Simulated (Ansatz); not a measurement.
## Cr on the In site in zinc-blende InP

All values below come from PBE, PAW (plane waves to 420 eV; Ansatz, a first-principles code). Cell: 64 sites, 2×2×2 repeats of a cell of 8 atoms; final energies on a 2×2×2 shifted mesh. Site at the start: the In site. Charged cells carry a point-charge image correction with potential alignment at far atoms. Dielectric constants: PBE linear response of the host. Host gap at this level: 0.44 eV. Finite-size and sampling errors can reach tenths of an eV here. The semilocal functional narrows the gap, so deep levels can fall outside it. Spin–orbit coupling is left out, which matters for these heavy elements, and no Hubbard U is applied to the open shells. Each state is the lowest found from its start.

Charges with a result: +1, 0, −1. Others weren't obtained, and one of them could lie lower, also by skipping a charge.

```csv
charge,moment (μB),largest move off a lattice site (Å),image correction with alignment (eV),above the lowest spin state (eV)
+1,2.0,0.24,0.02,0.00
+1†,not spin-polarised,0.29,0.01,0.79
0†,3.0,0.21,0.00,0.00
0†,3.0,0.21,0.00,0.00
−1†,4.0,0.18,0.16,0.00
−1†,not spin-polarised,0.29,0.18,0.81
```

† Not settled in this cell, so no level is given: charge 0: carriers not clearly localised; charge −1: a level filled in part, level within 0.1 eV of a band edge or past it.

Starting moments that weren't kept: charge 0 began with 1 μB and ended with 3.0.
